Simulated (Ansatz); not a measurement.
Electronic density of states of amorphous Si16Al8O44, density 2.82 g/cm³, on a 2×2×2 Γ-centred mesh with a Gaussian width of 0.1 eV; energies count from the Fermi level, whose place inside the gap is arbitrary. Cell and mesh are small, so fine structure isn't converged. Level of theory: PBE, scalar-relativistic without spin-orbit coupling (plane waves to 420 eV, PAW; Ansatz, a program for electronic structure). Sampling: a 2×2×2 Γ-centred mesh; Fermi-Dirac width 0.02 eV; no spin polarisation. At PBE the levels at the filled edge of the gap are localised (band-tail or defect states), and the nearest spread-out levels lie 4.8 eV apart at the zone centre.

It comes from a melt-quench run on a machine-learned potential (CHGNet), relaxed afterwards by DFT. O atoms were pushed apart under 1.9 Å during the dynamics, to hinder bonds among them. It is the lowest in DFT energy of 2 quenches. It is a model cell: composition and starting density were chosen by hand, and all elements were melted together. No dispersion term was used. Its density started from a set value of 2.82 and ended at 2.82 g/cm³. The simulated quench (nominally 280 K/ps over its main leg) is rapid and tends to freeze in more defects than a deposited or slowly cooled glass has. Values belong to this one cell and scatter from quench to quench. The volume was held where the preparation left it, at a PBE pressure of 5.4 GPa. Stress components on the final sampling reach 7.6 GPa.

(E - EF (eV), states/(eV atom)): (-12.00, 0.00); (-11.90, 0.00); (-11.80, 0.00); (-11.70, 0.00); (-11.60, 0.00); (-11.50, 0.02); (-11.40, 0.09); (-11.30, 0.13); (-11.20, 0.07); (-11.10, 0.11); (-11.00, 0.13); (-10.90, 0.10); (-10.80, 0.18); (-10.70, 0.16); (-10.60, 0.14); (-10.50, 0.11); (-10.40, 0.16); (-10.30, 0.20); (-10.20, 0.20); (-10.10, 0.19); (-10.00, 0.15); (-9.90, 0.22); (-9.80, 0.22); (-9.70, 0.17); (-9.60, 0.20); (-9.50, 0.19); (-9.40, 0.18); (-9.30, 0.17); (-9.20, 0.20); (-9.10, 0.23); (-9.00, 0.20); (-8.90, 0.21); (-8.80, 0.25); (-8.70, 0.27); (-8.60, 0.29); (-8.50, 0.32); (-8.40, 0.36); (-8.30, 0.34); (-8.20, 0.38); (-8.10, 0.45); (-8.00, 0.42); (-7.90, 0.44); (-7.80, 0.46); (-7.70, 0.48); (-7.60, 0.49); (-7.50, 0.47); (-7.40, 0.43); (-7.30, 0.45); (-7.20, 0.48); (-7.10, 0.50); (-7.00, 0.48); (-6.90, 0.46); (-6.80, 0.44); (-6.70, 0.42); (-6.60, 0.41); (-6.50, 0.38); (-6.40, 0.31); (-6.30, 0.37); (-6.20, 0.42); (-6.10, 0.47); (-6.00, 0.49); (-5.90, 0.56); (-5.80, 0.61); (-5.70, 0.59); (-5.60, 0.59); (-5.50, 0.60); (-5.40, 0.57); (-5.30, 0.53); (-5.20, 0.57); (-5.10, 0.59); (-5.00, 0.61); (-4.90, 0.62); (-4.80, 0.64); (-4.70, 0.64); (-4.60, 0.71); (-4.50, 0.76); (-4.40, 0.69); (-4.30, 0.69); (-4.20, 0.76); (-4.10, 0.77); (-4.00, 0.74); (-3.90, 0.75); (-3.80, 0.72); (-3.70, 0.75); (-3.60, 0.77); (-3.50, 0.72); (-3.40, 0.71); (-3.30, 0.68); (-3.20, 0.65); (-3.10, 0.61); (-3.00, 0.59); (-2.90, 0.64); (-2.80, 0.57); (-2.70, 0.39); (-2.60, 0.35); (-2.50, 0.32); (-2.40, 0.22); (-2.30, 0.17); (-2.20, 0.13); (-2.10, 0.03); (-2.00, 0.00); (-1.90, 0.00); (-1.80, 0.00); (-1.70, 0.00); (-1.60, 0.00); (-1.50, 0.00); (-1.40, 0.00); (-1.30, 0.00); (-1.20, 0.00); (-1.10, 0.00); (-1.00, 0.00); (-0.90, 0.00); (-0.80, 0.00); (-0.70, 0.00); (-0.60, 0.00); (-0.50, 0.00); (-0.40, 0.00); (-0.30, 0.00); (-0.20, 0.00); (-0.10, 0.00); (0.00, 0.00); (0.10, 0.00); (0.20, 0.00); (0.30, 0.00); (0.40, 0.00); (0.50, 0.00); (0.60, 0.00); (0.70, 0.00); (0.80, 0.00); (0.90, 0.00); (1.00, 0.00); (1.10, 0.00); (1.20, 0.00); (1.30, 0.00); (1.40, 0.00); (1.50, 0.00); (1.60, 0.00); (1.70, 0.00); (1.80, 0.00); (1.90, 0.00); (2.00, 0.00); (2.10, 0.01); (2.20, 0.02); (2.30, 0.01); (2.40, 0.00); (2.50, 0.00); (2.60, 0.00); (2.70, 0.00); (2.80, 0.03); (2.90, 0.05); (3.00, 0.04); (3.10, 0.06); (3.20, 0.03); (3.30, 0.05); (3.40, 0.08); (3.50, 0.06); (3.60, 0.09); (3.70, 0.09); (3.80, 0.07); (3.90, 0.06); (4.00, 0.06); (4.10, 0.05); (4.20, 0.05); (4.30, 0.07); (4.40, 0.12); (4.50, 0.20); (4.60, 0.21); (4.70, 0.16); (4.80, 0.21); (4.90, 0.21); (5.00, 0.24); (5.10, 0.26); (5.20, 0.26); (5.30, 0.31); (5.40, 0.32); (5.50, 0.32); (5.60, 0.36); (5.70, 0.37); (5.80, 0.38); (5.90, 0.43); (6.00, 0.48); (6.10, 0.48); (6.20, 0.46); (6.30, 0.41); (6.40, 0.46)

The level gap on this mesh is 4.42 eV; the broadening fills part of it in the curve.
